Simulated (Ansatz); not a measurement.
Input:

Host crystal: 3C silicon carbide, with a band gap (PBE, scalar-relativistic without spin-orbit coupling).

End structure of N on the 1x1 (110) surface of 3C silicon carbide (cut with top plane C + Si), one in a 2x2 cell, started at the site 'bridge C-Si (span 3.9 Å)':

```yaml
crystal:
  lattice:
    - [6.19426, 0.00000, 0.00000]
    - [0.00000, 8.76000, 0.00000]
    - [0.00000, 0.00000, 27.00000]
  atoms:
    - { symbol: C, position: [0.00000, 0.36841, 0.35704] }
    - { symbol: C, position: [0.00000, 0.86841, 0.35704] }
    - { symbol: C, position: [0.50000, 0.36841, 0.35704] }
    - { symbol: C, position: [0.50000, 0.86841, 0.35704] }
    - { symbol: Si, position: [0.25000, 0.27125, 0.36602] }
    - { symbol: Si, position: [0.25000, 0.77125, 0.36602] }
    - { symbol: Si, position: [0.75000, 0.27125, 0.36602] }
    - { symbol: Si, position: [0.75000, 0.77125, 0.36602] }
    - { symbol: C, position: [0.25000, 0.11854, 0.41341] }
    - { symbol: C, position: [0.25000, 0.61854, 0.41341] }
    - { symbol: C, position: [0.75000, 0.11854, 0.41341] }
    - { symbol: C, position: [0.75000, 0.61854, 0.41341] }
    - { symbol: Si, position: [0.00000, 0.99658, 0.41191] }
    - { symbol: Si, position: [0.00000, 0.49658, 0.41191] }
    - { symbol: Si, position: [0.50000, 0.99658, 0.41191] }
    - { symbol: Si, position: [0.50000, 0.49658, 0.41191] }
    - { symbol: C, position: [0.00000, 0.37268, 0.47117] }
    - { symbol: C, position: [0.00000, 0.87268, 0.47117] }
    - { symbol: C, position: [0.50000, 0.37268, 0.47117] }
    - { symbol: C, position: [0.50000, 0.87268, 0.47117] }
    - { symbol: Si, position: [0.25000, 0.24764, 0.47189] }
    - { symbol: Si, position: [0.25000, 0.74764, 0.47189] }
    - { symbol: Si, position: [0.75000, 0.24764, 0.47189] }
    - { symbol: Si, position: [0.75000, 0.74764, 0.47189] }
    - { symbol: C, position: [0.25000, 0.11404, 0.52728] }
    - { symbol: C, position: [0.24999, 0.62693, 0.52967] }
    - { symbol: C, position: [0.75002, 0.11832, 0.52832] }
    - { symbol: C, position: [0.74999, 0.62703, 0.53054] }
    - { symbol: Si, position: [0.99736, 0.99290, 0.52887] }
    - { symbol: Si, position: [0.99997, 0.50096, 0.52800] }
    - { symbol: Si, position: [0.50266, 0.99291, 0.52887] }
    - { symbol: Si, position: [0.50001, 0.50096, 0.52799] }
    - { symbol: C, position: [0.99897, 0.36715, 0.58161] }
    - { symbol: C, position: [0.00207, 0.87362, 0.59150] }
    - { symbol: C, position: [0.50086, 0.36707, 0.58161] }
    - { symbol: C, position: [0.49795, 0.87361, 0.59149] }
    - { symbol: Si, position: [0.24988, 0.25106, 0.57981] }
    - { symbol: Si, position: [0.25001, 0.74475, 0.59178] }
    - { symbol: Si, position: [0.74997, 0.24976, 0.58458] }
    - { symbol: Si, position: [0.75005, 0.73779, 0.59336] }
    - { symbol: C, position: [0.24982, 0.16162, 0.64620] }
    - { symbol: C, position: [0.25004, 0.61278, 0.64300] }
    - { symbol: C, position: [0.74991, 0.13683, 0.64412] }
    - { symbol: C, position: [0.75012, 0.56766, 0.64325] }
    - { symbol: Si, position: [0.99885, 0.03884, 0.63653] }
    - { symbol: Si, position: [0.03578, 0.47329, 0.64187] }
    - { symbol: Si, position: [0.50094, 0.03885, 0.63656] }
    - { symbol: Si, position: [0.46452, 0.47354, 0.64180] }
    - { symbol: N, position: [0.24972, 0.31786, 0.66541] }
```

Set-up: 49 atoms, 7.7 Å thick at the start under the adsorbate (thin: gaps and levels are the slab's own); mesh 3x3x1; 0.01 eV smearing; dipole correction on; 24 atoms held, the rest relaxed; no symmetry held; spin-polarised, ending with about 1.0 μB a cell; orders that need a larger cell were not tried, no spin-orbit, no U, no dispersion correction. At the end it is bonded to C + 2 Si. In PBE this state lies 0.08 eV over the lowest of the starts that converged ('top C').

A negative adsorption energy means that the adsorbate is more stable on the surface than in its reference.

Task: Estimate the change of the step from the bottom to the top vacuum level, against the clean slab that Ansatz (a quantum-chemistry and plane-wave program) with PBE returns for this input.

Result: -0.19 eV

Task: Estimate the adsorption energy against ½ N2(g) that PBE returns for this input.

Result: 0.80 eV
